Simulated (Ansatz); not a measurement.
**HfO2 with two functionals, pressure 100 GPa**

Start from HfO2 in the fluorite structure (space group Fm-3m, No. 225; a = 5.0981 Å).

(Cell as relaxed with PBE.)

Levels (all Ansatz, a program for electronic structure, PAW, earlier PAW set): PBE (420 eV, without spin-orbit coupling); r2SCAN (500 eV, without spin-orbit coupling).

Each level relaxes its own structure.

| base | PBE | r2SCAN |
|---|---|---|
| volume per atom | 11.04 Å³ | 10.79 Å³ |
| lattice parameter a | 5.098 Å | 5.059 Å |
| band gap | 3.75 eV | 4.30 eV |

Now apply this change: cell and atoms relaxed at a pressure of 100 GPa.

| quantity | PBE | r2SCAN |
|---|---|---|
| band gap | 4.25 eV | 4.84 eV |
| volume per atom | 8.65 Å³ | 8.57 Å³ |

PBE's band gap lies 0.59 eV below r2SCAN's; PBE's volume per atom lies 0.08 Å³ above r2SCAN's (0.9 %). Neither level is exact; r2SCAN is the comparison here, not a measurement.

With Hf present, leaving out spin-orbit coupling can change the band edges. Load acts through the strain it causes; cell and atoms are relaxed under it. No phonon test of stability was made. Competing high-pressure phases were not computed. This is not the structure that HfO2 has at room temperature and ambient pressure.
